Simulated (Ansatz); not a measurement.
**Al2Cu: pressure series**

Start from Al$_{2}$Cu (space group I4/mcm, No. 140; a = 6.0596 Å, c = 4.8745 Å).

Cell and atoms are relaxed at each pressure.

Computed with PBE (Ansatz, a quantum-chemistry and plane-wave program, PAW, no spin-orbit coupling).

```tsv
P (GPa)	V (Å³/atom)
-2.00	15.233
-1.00	15.069
0.89	14.784
2.09	14.618
4.49	14.314
8.99	13.822
14.99	13.282
22.50	12.732
29.99	12.278
```

A third-order Birch–Murnaghan fit to these points gives V₀ = 14.92 Å³/atom, B₀ = 100 GPa and B₀′ = 4.4. At pressure 30 GPa the volume is 82.3 % of V₀.

Load acts through the strain it causes; cell and atoms are relaxed under it. Stability against distortions was not tested. Competing high-pressure phases were not computed. The final runs are not spin-polarised.
